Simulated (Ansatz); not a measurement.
GaP (F-43m), Ansatz (a quantum-chemistry and plane-wave program) with r2SCAN, rigid bands: Condition of this run: functional r2SCAN on the same cell. band gap 1.84 eV, N_c = 3.84e19 cm⁻³ and N_v = 4.18e19 cm⁻³ at 300 K, conductivity masses of 0.338 mₑ (electrons) and 0.413 mₑ (holes). Take k_BT = 0.02585 eV.

A film of it is 5 nm thick. Estimate the confinement energies in an infinite well.

ħ²π²/(2m t²) = 0.376 eV·nm²/(m/mₑ × t²) gives 44.5 meV for electrons and 36.4 meV for holes, so the gap would widen to about 1.92 eV. Finite barriers and nonparabolic bands lower this, and with several valleys or bands the heaviest mass along the normal sets the lowest level, not this average.

Find the intrinsic carrier density and the intrinsic Fermi level.

n_i = √(N_c N_v) exp(−E_g/2k_BT) = 4.01e19 × exp(−35.59) = 1.4e4 cm⁻³. The level lies (k_BT/2) ln(N_v/N_c) = 1 meV from mid-gap (positive towards the conduction band). Each 0.1 eV added to the gap lowers n_i by a factor of 6.9.

What built-in voltage has an abrupt junction with N_A = 1e17 and N_D = 1e17 cm⁻³, all dopants ionised?

V_bi = E_g/e − (k_BT/e) ln(N_c N_v/(N_A N_D)) = 1.84 − 0.02585 × 11.99 = 1.53 V. It follows the computed gap one for one.

Rigid, parabolic bands with the computed gap; masses take one relaxation time for all states. Spin-orbit coupling is left out; where it splits the top of the valence band, N_v and the p-type Seebeck coefficient come out somewhat high without it. Geometry: cell and atoms relaxed with PBEsol.
